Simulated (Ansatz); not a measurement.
Amorphous Zr$_{20}$O$_{42}$Ti, 63 atoms at 5.19 g/cm³, one PBE-relaxed geometry, zone centre. Methods: PBE, scalar-relativistic without spin-orbit coupling (Ansatz, a program for electronic structure); r2SCAN, scalar-relativistic without spin-orbit coupling (Ansatz); HSE06, scalar-relativistic without spin-orbit coupling (Ansatz). Plane waves to 420 eV (r2SCAN 500 eV); exact exchange is cut at the cell's faces. At PBE the levels at the empty edge of the gap are localised (band-tail or defect states). All rungs ran without spin polarisation.

A CHGNet melt-quench gave the starting glass, which DFT then relaxed. O atoms were pushed apart under 1.9 Å during the dynamics, to hinder bonds among them. The hot cell started wider than the set density and was brought back towards it in steps. It is the lowest in DFT energy of 2 quenches. It is a model cell: composition and starting density were chosen by hand, and all elements were melted together. No dispersion term was used. Its density started from a set value of 5.21 and ended at 5.19 g/cm³. Cooling (nominally 380 K/ps over its main leg) ran many orders faster than in experiment, which tends to leave more defects and strain. One small periodic cell is one sample of the glass; other quenches scatter about these values. The volume was free in the relaxation, at fixed shape. Stress components on the final sampling reach 2.0 GPa. Cycles of charging lowered its energy after that relaxation.

The relaxation ran on the zone centre alone. At PBE the level gap is 3.37 eV on a 2×2×2 Γ-centred mesh, and the spacing at the zone centre alone 3.44 eV.

What zone-centre spacing does r2SCAN give, roughly?

3.83 eV (+0.40 eV against PBE).

What zone-centre spacing does HSE06 give, roughly?

5.09 eV (+1.65 eV against PBE).

The highest filled and the lowest empty state spread over these numbers of atoms (participation numbers): PBE: 18.0 and 2.5; r2SCAN: 17.3 and 2.2; HSE06: 17.1 and 4.6.
